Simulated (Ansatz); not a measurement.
**HfSi2 (model structure, started from the C49 type, Cmcm, No. 63, 6 atoms in the cell)**

Method: PBE (Ansatz, a program for electronic structure, plane waves, PAW).

Settings: plane-wave cutoff 500 eV, 12×12×12 k mesh, Fermi–Dirac smearing 0.05 eV, scalar-relativistic PAW data made under PBE.

Cell (relaxed at this level):

HfSi2 has the orthorhombic space group Cmcm (No. 63), Pearson symbol oS12. Lattice parameters: a = 3.6847 Å, b = 14.5815 Å, c = 3.6592 Å, α = β = γ = 90.00°. Si1 on 4c is surrounded by 2 Si at 2.421 Å and 4 Hf at 2.701 Å and 2 Hf at 2.970 Å. Si2 on 4c is surrounded by 4 Si at 2.596 Å and 4 Hf at 2.795 Å. Hf on 4c has 8 Si at 2.701–2.796 Å and 2 Si at 2.970 Å. (Neighbours: up to the widest gap in distance over summed covalent radii, below 1.35, at either atom; cation-cation and far metal-metal contacts left out.)
(The calculation used a cell of 6 atoms; values per cell refer to that cell.)

```yaml
band_gap: zero (no gap)
```

Note: the relaxation could raise the start's symmetry but not lower it, so the cell can be a saddle point.

Spin–orbit coupling is not included.

The computed numbers hold no vibrational or temperature effects.

The result took about 11 core-minutes (a rough figure).

A model structure was made by putting elements into a prototype or built by hand; it is no filed structure, need not be a known phase, and can be a saddle point held by its symmetry.
